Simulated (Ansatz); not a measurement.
**Al2O3, pressure series**

Take Al2O3 in the corundum structure (space group R-3c, No. 167; a = 4.7732 Å, c = 13.0134 Å (hexagonal axes)) as the base.

Cell and atoms are relaxed at each pressure.

The values are results of Kohn–Sham DFT with the PBEsol functional, run in Ansatz (a quantum-chemistry and plane-wave program) with PAW and 420 eV plane waves, no spin-orbit coupling, earlier PAW set, not measurements.

```tsv
P (GPa)	V (Å³/atom)
-2.00	8.631
-1.00	8.595
2.10	8.486
4.50	8.407
8.99	8.267
15.00	8.097
22.50	7.906
30.00	7.734
```

Problem. Fit a third-order Birch–Murnaghan equation of state.

Solution. Least squares on P(V) = (3B₀/2)[(V₀/V)^(7/3) − (V₀/V)^(5/3)]·[1 + (3/4)(B₀′ − 4)((V₀/V)^(2/3) − 1)] gives V₀ = 8.56 Å³/atom, B₀ = 242 GPa and B₀′ = 4.0.

Between the base and pressure 22.5 GPa the gap moves from 6.04 eV to 7.01 eV, a mean slope of 43 meV/GPa.

Load acts through the strain it causes; cell and atoms are relaxed under it. Whether these cells are dynamically stable was not tested. No other phases were tried under pressure.
